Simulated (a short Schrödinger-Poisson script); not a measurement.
Symmetric double-gate stack, SiO2 on p-type GaN

Structure: symmetric double-gate stack, SiO2 on p-type GaN, at 300 K.

```tsv
layer	material	thickness (nm)	Na (cm⁻³)
1	SiO2	2.8	-
2	GaN	3	2e17
3	SiO2	2.8	-
```

The device is made up for the run: typed textbook-type constants, with dimensions and the other settings drawn at random. SiO2: permittivity 3.9, conduction-band edge (eV) 3.2, gap (eV) 9, electron mass (mₑ) 0.5. GaN: permittivity 9.5, conduction-band edge (eV) 0, gap (eV) 3.43, Nv at 300 K (cm⁻³) 4.6e19.

Channel valleys (confinement mass, in-plane density-of-states mass, number): Γ 0.2, 0.2, 1. At the gates, both at one voltage, the conduction-band edge of layer 1 lies 3.86 eV − eVg above the Fermi level of the channel. Gaps are held at their typed values at every temperature. Mesh 0.03 nm at interfaces.

From a short Schrödinger-Poisson script (our own, NumPy): 1D Poisson equation in equilibrium, electrons quantum, Hartree (BenDaniel-Duke, 12 states a valley, the channel's in-plane mass for all, wave functions ending at the dielectric), parabolic valleys, classical holes, full ionisation, no traps, pinning or gate leakage.

```
Vg (V)  electrons (cm⁻²)  C (μF/cm²)  Γ E0 (meV)  Γ E1 (meV)
------  ----------------  ----------  ----------  ----------
0.5               1.16e6     < 0.003       373.2       999.5
0.7               2.64e9      0.0166       173.4       799.7
0.9              7.03e11        1.38        24.7       649.8
1.1              2.76e12        1.78       -24.6       596.8
1.3              5.04e12        1.85       -57.6       559.6
1.5              7.36e12        1.87       -87.2       525.9
1.7              9.70e12        1.88      -115.8       493.1
1.9              1.20e13        1.88      -144.1       460.7
2.1              1.44e13        1.88      -172.3       428.5
```

Gate voltages with under 1e6 electrons/cm² are left out.

Subbands count from the Fermi level. The capacitance is that of both gates.

In real p-type GaN the Mg acceptor is only partly ionised, and so wide a gap doesn't supply an inversion layer without source and drain.
